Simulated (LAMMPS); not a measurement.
An MD run on a melt of Ni (fcc), 864 atoms, cooled from 2590 K to 300 K at 1e+13 K/s, at zero pressure.

Model: classical MD, pair style meam, file library.meam (library.meam-Ni) (LAMMPS).

Question: What does the simulation give for the state found, the coordination number, the volume per atom?

Answer: state found: glass; coordination number: 10.2 (counted to 2.86 Å); volume per atom: 11.5 Å³/atom (one sample).

Caution: the potential MEAM library.meam-Ni is a first-neighbour MEAM set with a 4 Å cutoff, used here without a parameter file and away from the static properties it was fitted to.
